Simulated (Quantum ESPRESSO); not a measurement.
Troubleshooting Quantum ESPRESSO: a failed run on Sn (Fd-3m, 2 atoms in the cell). The aim is a self-consistent single point with DFT, PBE, plane waves, SSSP 1.1.2 efficiency (PBE) pseudopotentials.

Cell that was meant: a = 4.5384 Å, b = 4.5384 Å, c = 4.5384 Å, α = 60.00°, β = 60.00°, γ = 60.00°.

Part of the input:

```fortran
 ecutwfc = 40
 ecutrho = 320
 occupations = 'smearing'
 smearing = marzari-vanderbilt
 degauss = 0.019992
/
&electrons
```

Output, abridged:

```
     This program is part of the open-source Quantum ESPRESSO suite
     for quantum simulation of materials; please cite

 %%%%%%%%%%%%%%%%%%%%%%%%%%%%%%%%%%%%%%%%%%%%%%%%%%%%%%%%%%%%%%%%%%%%%%%%%%%%%%
     Error in routine  read_namelists (1):
      bad line in namelist &system: " degauss = 0.019992" (error could be in the previous line)
 %%%%%%%%%%%%%%%%%%%%%%%%%%%%%%%%%%%%%%%%%%%%%%%%%%%%%%%%%%%%%%%%%%%%%%%%%%%%%%

     stopping ...
```

Q: Read the log: what does the program object to, and what is the fix?

A: The fault is a string without quotes in a namelist. Fortran namelists need character values in quotes. To fix it, quote the value. The program stopped before any SCF iteration.

An input that runs soundly differs in these lines (not the only fix; some lines may just follow from the change or write a value another way):
```diff
- smearing = marzari-vanderbilt
+ smearing = 'marzari-vanderbilt'
```

With that input, the run converged in 11 iterations: free energy E − TS -4441.8856 eV; Fermi level (on the code's own zero) 8.34 eV; pressure 5.10 GPa (DFT, PBE, plane waves, SSSP 1.1.2 efficiency (PBE) pseudopotentials).

On the sound input: the starting cell comes from a database of computed structures (which also holds hypothetical and non-ambient phases and stackings), without a prior relaxation at this level. Its lattice was rescaled by a random factor within 2.5 % of one. With a pressure of about 5 GPa the cell is away from its equilibrium volume at this level.
